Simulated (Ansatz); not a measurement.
SrWO4 (I4₁/a, No. 88; cell taken from a computed entry), treated with r²SCAN in Ansatz (plane waves, PAW).

Settings: plane-wave cutoff 500 eV, 10×10×10 k mesh, Fermi–Dirac smearing 0.05 eV, no spin polarisation, scalar-relativistic PAW data made under PBE.

Cell (relaxed at this level):

```yaml
crystal:
  lattice:
    - [-2.71567, 2.71567, 5.96576]
    - [2.71567, -2.71567, 5.96576]
    - [2.71567, 2.71567, -5.96576]
  atoms:
    - { symbol: Sr, position: [0.75000, 0.25000, 0.50000] }
    - { symbol: Sr, position: [0.00000, 0.00000, 0.00000] }
    - { symbol: W, position: [0.25000, 0.75000, 0.50000] }
    - { symbol: W, position: [0.50000, 0.50000, 0.00000] }
    - { symbol: O, position: [0.44157, 0.81768, 0.09398] }
    - { symbol: O, position: [0.56768, 0.97370, 0.87611] }
    - { symbol: O, position: [0.72370, 0.34759, 0.90602] }
    - { symbol: O, position: [0.09759, 0.69157, 0.12389] }
    - { symbol: O, position: [0.30843, 0.43232, 0.40602] }
    - { symbol: O, position: [0.18232, 0.27630, 0.62389] }
    - { symbol: O, position: [0.02630, 0.90241, 0.59398] }
    - { symbol: O, position: [0.65241, 0.55843, 0.37611] }
```

Problem. Predict the band gap.

Solution. 
* **band gap**: 4.97 eV (on the SCF k mesh)

Note: the relaxation could not lower the start's symmetry, so the cell can be a saddle point above a distorted one.

Spin–orbit coupling is not included.

Computed values are for the static lattice.

Cost on a shared machine: roughly 15 core-minutes.

Ansatz is a quantum-chemistry and plane-wave program.
